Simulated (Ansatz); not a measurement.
What a tighter setting buys: basis.ecutwfc, Ta (P6_3/mmc, 4 atoms in the cell)

```
Ta
1.0
    2.96361     0.00000     0.00000
   -1.48181     2.56656     0.00000
    0.00000     0.00000     9.53544
Ta
4
Direct
  0.00000   0.00000   0.00000
  0.00000   0.00000   0.50000
  0.33333   0.66667   0.25000
  0.66667   0.33333   0.75000
```

Level of theory: LDA (PW92), default PAW files made with PBE (plane waves; Ansatz, an electronic-structure program).

Base settings: basis.ecutwfc = 420 eV; kpoints.mp_grid.grid = 9 9 3; hamiltonian.xc = lda; hamiltonian.pseudopotentials = {kind: paw} (the program's default PAW files); scf.occupations.method = gaussian; scf.occupations.width = 0.1 eV.

Misses are taken against the tightest run, 840 eV, which need not be fully converged itself. The energy is the free energy per atom.

The count of work is k-points × plane waves × bands × iterations; it is no time, and leaves out set-up, grids and terms that scale otherwise. 

Ansatz's pressure holds its estimate of the finite-basis (Pulay) stress, which hides part of the cutoff error; the uncorrected pressure shows it.

The starting cell was generated: these elements placed on a structure prototype, without a prior relaxation; it need not be a known phase or ordering of this composition. Spin polarisation is off. In the base run, with a pressure of about -5 GPa the cell is away from its equilibrium volume at this level. Ansatz's pressure includes its estimate of the finite-basis (Pulay) stress.

```tsv
basis.ecutwfc	energy less reference (meV/atom)	pressure less reference (GPa)	uncorrected pressure less reference (GPa)	count of work / reference
170 eV	4312.60	-8.10	-163.40	0.092
210 eV	824.54	2.52	-44.22	0.13
250 eV	121.46	0.06	-8.91	0.16
295 eV	15.37	-0.02	-0.96	0.21
335 eV	5.85	0.02	-0.20	0.26
380 eV	2.21	0.01	-0.10	0.31
420 eV	0.88	0.01	-0.04	0.35
485 eV	0.48	0.00	0.00	0.45
545 eV	0.30	0.00	-0.01	0.54
630 eV	0.14	0.00	0.00	0.65
735 eV	0.06	0.00	0.00	0.84
840 eV	0.00	0.00	0.00	1.0
```

Coarsest setting among those run that, with all tighter ones, holds the energy within 20 meV/atom of the reference: 295 eV, off by 15 meV/atom; it needs 0.21 of the reference's count of work.

Coarsest setting among those run that, with all tighter ones, holds the energy within 1 meV/atom of the reference: 420 eV, off by 0.88 meV/atom; it needs 0.35 of the reference's count of work.

The step from 170 eV to 380 eV: it takes the miss in the energy from 4300 to 2.2 meV/atom, for 3.4 times the count of work.

Keys are those of Ansatz 0.2.
